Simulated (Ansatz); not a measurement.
**RuN (model structure, started from the WC type, P-6m2, No. 187, 2 atoms in the cell)**

These are LDA in Ansatz (plane waves, PAW) values and carry that method's errors.

Run with plane-wave cutoff 520 eV, 24×24×22 k mesh (along the axes of the cell as run), Fermi–Dirac smearing 0.05 eV, no spin polarisation, scalar-relativistic PAW data made under PBE.

Cell (relaxed at this level):

RuN is taken in the hexagonal space group P-6m2 (No. 187), Pearson symbol hP2. Lattice parameters: a = 2.8884 Å, b = 2.8884 Å, c = 2.6597 Å, α = 90.00°, β = 90.00°, γ = 120.00°. Ru on 1a is surrounded by 6 N at 2.133 Å (trigonal prismatic). N on 1f has 6 Ru at 2.133 Å (trigonal prismatic). (Neighbours: up to the widest gap in distance over summed covalent radii, below 1.35, at either atom; cation-cation and far metal-metal contacts left out.)

```json
{
  "bulk_modulus": "348 GPa"
}
```

Note: the run has no spin polarisation, so it can have missed a magnetic state; the bulk modulus is −V dP/dV from two relaxed cells at ±2 % in volume; the relaxation could raise the start's symmetry but not lower it, so the cell can be a saddle point.

Computing time: very roughly 5 core-minutes.

A model structure was made by putting elements into a prototype or built by hand; it is no filed structure, need not be a known phase, and can be a saddle point held by its symmetry.

Ansatz is an electronic-structure program.
